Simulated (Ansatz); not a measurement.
L1₀ (CuAu-type) CuAu was calculated with r²SCAN-D4 (plane waves, PAW; Ansatz, a program for electronic structure).

Run with plane-wave cutoff 560 eV, 20×20×16 k mesh (along the axes of the cell as run), Fermi–Dirac smearing 0.05 eV, no spin polarisation, scalar-relativistic PAW data made under PBE.

Energies at three volumes about the minimum:

```tsv
V (Å³/atom)	E − E_lowest (meV/atom)
14.083	3.04
14.371	0.00
14.658	2.83
```

Question: Fit a parabola by hand: where is the minimum, and what is the bulk modulus?

Answer: Slopes: (0.00 − 3.04)/(14.371 − 14.083) = -10.556 and (2.83 − 0.00)/(14.658 − 14.371) = 9.861 meV/Å³. Curvature E″ = 2 × (9.861 − (-10.556))/(14.658 − 14.083) = 71.016 meV/Å⁶. From the middle of the first interval, the slope vanishes at V0 = 14.2270 − (-10.556)/71.016 = 14.376 Å³/atom. B = V0 E″ = 14.376 × 71.016 meV/Å³ × 0.1602 GPa per meV/Å³ = 164 GPa. The full Birch–Murnaghan fit to all volumes gives V0 = 14.370 Å³/atom and B0 = 164 GPa.

Shape and atoms are relaxed at each volume.

Note: the bulk modulus comes from volumes at which shape and atoms were relaxed.
